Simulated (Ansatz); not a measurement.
Consider Cu3N (space group Pm-3m, No. 221; a = 3.765 Å). Axes: x, y, z lie along the cube axes.

Level of theory: PBEsol/PAW in Ansatz (a first-principles code), no spin-orbit coupling.

Strains are applied to the cell and any free atomic positions relax; under biaxial strain the out-of-plane vector relaxes too.

One change was made to it. Results:

The energy goes up by 0.7 meV/atom; the shortest interatomic distance decreases by 0.004 Å, from 1.882 Å to 1.878 Å.

Problem. What was done to the base?
(A) biaxial strain +1.88 %, plane normal [111], relaxed out of plane
(B) biaxial strain +1.27 %, plane normal [001], relaxed out of plane
(C) biaxial strain +0.51 %, plane normal [001], relaxed out of plane

Solution. C, biaxial strain +0.51 %, plane normal [001], relaxed out of plane. For comparison, the energy relative to the base in the other runs: biaxial strain +1.88 %, plane normal [111], relaxed out of plane gives +2.8 meV/atom; biaxial strain +1.27 %, plane normal [001], relaxed out of plane gives +4.0 meV/atom.

No phonon test of stability was made. The final runs are not spin-polarised.
